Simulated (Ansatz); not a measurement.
# Y under a change: biaxial strain −2.54 %, plane normal [001], relaxed out of plane

Base system: Y in the hcp (Mg type) structure (space group P6_3/mmc, No. 194; a = 3.683 Å, c = 5.698 Å). Axes: x lies along a and z along c of the hexagonal cell.

The change: compressive biaxial strain of 2.54 % in the plane normal to [001], as in epitaxy on a mismatched substrate; the out-of-plane cell vector and the atoms relax.

The values are results of r2SCAN, PAW, 500 eV (Ansatz, an electronic-structure program; spin-orbit coupling left out), not measurements. Γ-centred 15×15×8 mesh, Fermi–Dirac width 0.05 eV.

```json
[
 {"quantity": "volume per atom", "base": "33.46 Å³", "changed": "32.23 Å³", "shift": "-1.23 Å³"},
 {"quantity": "space group", "base": "P6_3/mmc (No. 194)", "changed": "P6_3/mmc (No. 194)", "shift": "–"},
 {"quantity": "shortest interatomic distance", "base": "3.555 Å", "changed": "3.555 Å", "shift": "0.000 Å"},
 {"quantity": "band gap", "base": "zero", "changed": "zero", "shift": "–"},
 {"quantity": "out-of-plane strain (rough)", "base": "–", "changed": "+1.40 %", "shift": "–"}
]
```

Final structure (turned so that z lies along the plane normal):

```xyz
2
Lattice="3.5890 0.0000 0.0000 1.7945 3.1082 0.0000 0.0000 0.0000 5.7782" Properties=species:S:1:pos:R:3 pbc="T T T"
Y      1.7945     1.0361     4.3336
Y      3.5890     2.0721     1.4445
```

Without a gap, meshes like the base's 15×15×8 leave anisotropic stresses uncertain by several tenths of a GPa, and small strain energies with them. Stability against distortions was not tested. All final runs are without spin polarisation.
